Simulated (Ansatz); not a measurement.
Consider the following.

End structure of a constructed model of the (111) surface of fcc Ir, a layer of Cr in place of the third plane (bottom of the slab: a bare face, its two planes held):

```xyz
6
Lattice="2.7372 0.0000 0.0000 -1.3686 2.3705 0.0000 0.0000 0.0000 27.5000" Properties=species:S:1:pos:R:3 pbc="T T T"
Ir     0.0000     1.5803     8.1747
Ir     1.3686     0.7902    10.4096
Ir     0.0000     0.0000    12.6967
Cr     0.0000     1.5803    14.7810
Ir     1.3686     0.7902    16.8342
Ir     0.0000     0.0000    19.1016
```

Set-up: 6 atoms, 11.2 Å thick at the start with caps and adatoms (thin: gaps and levels are the slab's own); mesh 16x16x1; 0.1 eV smearing; dipole correction on; 2 atoms held, the rest relaxed; held to the start's symmetry, so lower structures may exist; spin-polarised, no spin-orbit, no U. The starting moment vanished. In PBE it lies 0.46 eV a 1x1 cell over the lowest computed structure of the same composition (a layer of Cr in place of the second plane).

Problem. What work function of the top face does PBE in Ansatz (a first-principles code) give?

Solution. 5.58 eV
